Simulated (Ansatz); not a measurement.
System: Sc3Mo (model structure, started from the D019 type, P6₃/mmc, No. 194, 8 atoms in the cell). Method: LDA in Ansatz (PAW).

Numerical settings: plane-wave cutoff 520 eV, 12×12×12 k mesh, Fermi–Dirac smearing 0.05 eV, no spin polarisation, scalar-relativistic PAW data made under PBE.

Cell (relaxed at this level):

MoSc$_{3}$ has the hexagonal space group P6₃/mmc (No. 194), Pearson symbol hP8. Conventional cell: a = 6.0709 Å, b = 6.0709 Å, c = 4.8122 Å, α = 90.00°, β = 90.00°, γ = 120.00°. Sc on 6h has 4 Mo at 2.954–3.036 Å and 8 Sc at 2.968–3.102 Å (anticuboctahedral). Mo on 2c sees 12 Sc at 2.954–3.036 Å (anticuboctahedral). (Neighbours: up to the widest gap in distance over summed covalent radii, below 1.35, at either atom.)

Estimate the bulk modulus that the calculation returns.


bulk modulus: 95.1 GPa

Note: the run has no spin polarisation, so it can have missed a magnetic state; the bulk modulus is −V dP/dV from two relaxed cells at ±2 % in volume; the relaxation could raise the start's symmetry but not lower it, so the cell can be a saddle point.

The result took roughly 15 core-minutes.

A model structure was made by putting elements into a prototype or built by hand; it is no filed structure, need not be a known phase, and can be a saddle point held by its symmetry.

Ansatz is a quantum-chemistry and plane-wave program.
